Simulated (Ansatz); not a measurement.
Input and output of a relaxation of the atoms for LuAu (P4mm, 2 atoms in the cell) (Ansatz, a quantum-chemistry and plane-wave program).

Computed with LDA (PW92), default PAW files made with PBE (plane waves; Ansatz).

The change in words: one atom moved by 0.15 angstrom; relax: default → atoms; relax.f_tol: default → 0.05 eV/Å. Reference geometry:
```
LuAu
1.0
    3.51413     0.00000     0.00000
    0.00000     3.51413     0.00000
    0.00000     0.00000     3.51413
Lu Au
1 1
Direct
  0.50000   0.50000   0.50000
  0.00000   0.00000   0.00000
```

Reference input (self-consistent single point, DFT, LDA (PW92), plane waves, default PAW files made with PBE): basis.ecutwfc = 420 eV; kpoints.mp_grid.grid = 9 9 9; hamiltonian.xc = lda; hamiltonian.pseudopotentials = {kind: paw} (the program's default PAW files); scf.occupations.method = fermi_dirac; scf.occupations.width = 0.1 eV. This run's input differs from it in these lines:

```diff
@@ -7,3 +7,3 @@
   atoms:
-    - { symbol: Lu, position_ang: [1.757067, 1.757067, 1.757067] }
+    - { symbol: Lu, position_ang: [1.757067, 1.757067, 1.907067] }
     - { symbol: Au, position_ang: [0.000000, 0.000000, 0.000000] }
@@ -18,2 +18,4 @@
   occupations: { method: fermi_dirac, width: 0.1 }
+relax:
+  f_tol: 0.05
 output:
```

Output, abridged:

```
   [... SCF lines of the steps left out ...]
relax step   1: F+E_penalty+E_count = -27359.65782668 eV  Δ(F+E_penalty+E_count) = +0.000e0 eV  max|allowed force component| = 2.877e-1 eV/Å  Δτ_max = 0.0000 Å  (6 SCF iters, dr2 threshold 6.25e-5 eV, accepted)
relax step   2: F+E_penalty+E_count = -27359.67786824 eV  Δ(F+E_penalty+E_count) = -2.004e-2 eV  max|allowed force component| = 6.327e-2 eV/Å  Δτ_max = 0.0577 Å  (7 SCF iters, dr2 threshold 5.17e-6 eV, accepted)
relax step   3: F+E_penalty+E_count = -27359.67897506 eV  Δ(F+E_penalty+E_count) = -1.107e-3 eV  max|allowed force component| = 1.387e-3 eV/Å  Δτ_max = 0.0169 Å  (7 SCF iters, accepted)
the relaxation is at rest under the 8 symmetry operations that the run kept from its start: a minimum is not shown …
Free energy (F): -27359.678975 eV
Internal energy: -27359.647028 eV  (E = F + TS)
E sigma→0 (E₀):  -27359.663002 eV
Entropy (-TS):   -0.031947 eV (-15.974 meV/atom)
Fermi energy:    17.438898 eV
--- Forces (eV/Å), atoms counted from 1 ---
  atom   1  Lu     0.00000000     0.00000000    -0.00162386
  atom   2  Au    -0.00000000     0.00000000     0.00115028
--- Stress (GPa, compression-positive) ---
       -6.596820       0.000000      -0.000000
        0.000000      -6.596820       0.000000
       -0.000000       0.000000      -6.596775
  P = ⅓ Tr σ = -6.5968 GPa (-65.968 kbar)
   [... lines left out ...]
--- Relaxed structure (3 steps of the walk, 3 accepted, 0 SCFs on fresh bases) ---
  F+E_penalty+E_count = -27359.67897506 eV   max|allowed force component| = 1.387e-3 eV/Å
  atoms:
    - { symbol: Lu, position: [0.5000000000000001, 0.5000000000000001, 0.5214634326988262] }
    - { symbol: Au, position: [-9.864947911467849e-34, 0.0, 0.02122149129238317] }
```

The run converged. 

Summary of the result:
- Free energy E − TS (on the zero of these files): -27359.6790 eV
- Fermi level (on the code's own zero): 17.44 eV
- Pressure: -6.60 GPa
- Largest force (vector length): 0.002 eV/Å
- Relaxation steps: 3

The starting cell comes from a database of computed structures (which also holds hypothetical and non-ambient phases and stackings), without a prior relaxation at this level. Its lattice was rescaled by up to half a per cent. For this run, on top of that: one atom moved by 0.15 angstrom. The relaxation keeps the symmetry of its start, so its end need not be a minimum. Ansatz's pressure includes its estimate of the finite-basis (Pulay) stress.

Keys are those of Ansatz 0.2.
